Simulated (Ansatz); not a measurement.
```
Ir
1.0
    0.00000     1.91447     1.91447
    1.91447     0.00000     1.91447
    1.91447     1.91447     0.00000
Ir
1
Cartesian
  0.00000   0.00000   0.00000
```

Method: PBEsol, rigid bands (plane waves, PAW, scalar-relativistic; Ansatz, an electronic-structure program). How the cell was made: cell and atoms relaxed with PBEsol.

**Question.** Predict the product ρ₀λ of resistivity and mean free path that follows from the Fermi surface's area.

**Answer.** 3.7 ×10⁻¹⁶ Ω·m².

**Question.** And the Drude plasma energy and the root-mean-square Fermi velocity at 300 K?

**Answer.** 10.8 eV; 8.4e5 m/s.

A metal at this level (no band gap); rigid bands, thermally averaged at 300 K, both spins. Spin-orbit coupling is left out, which matters with elements this heavy. τ is one relaxation time for all states; the product of resistivity and mean free path takes one path for all states instead.
